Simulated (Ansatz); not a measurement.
Hg (R-3m, No. 166, 1 atoms in the cell), treated with PBEsol (PAW; Ansatz, a first-principles code).

Run with plane-wave cutoff 520 eV, 20×20×20 k mesh, Fermi–Dirac smearing 0.05 eV, scalar-relativistic PAW data made under PBE.

The cell is scaled about its equilibrium volume:

Shape and atoms are relaxed at each volume.

```json
[
 {"V (Å³/atom)": "22.986", "P (GPa)": "1.60", "c (Å)": "6.563", "a (Å)": "3.483"},
 {"V (Å³/atom)": "23.465", "P (GPa)": "0.72", "c (Å)": "6.539", "a (Å)": "3.526"},
 {"V (Å³/atom)": "23.943", "P (GPa)": "0.01", "c (Å)": "6.506", "a (Å)": "3.570"},
 {"V (Å³/atom)": "24.422", "P (GPa)": "-0.55", "c (Å)": "6.468", "a (Å)": "3.617"},
 {"V (Å³/atom)": "24.901", "P (GPa)": "-0.72", "c (Å)": "6.320", "a (Å)": "3.694"}
]
```

Note: the relaxation could not lower the start's symmetry, so the cell can be a saddle point above a distorted one; the bulk modulus comes from volumes at which shape and atoms were relaxed.
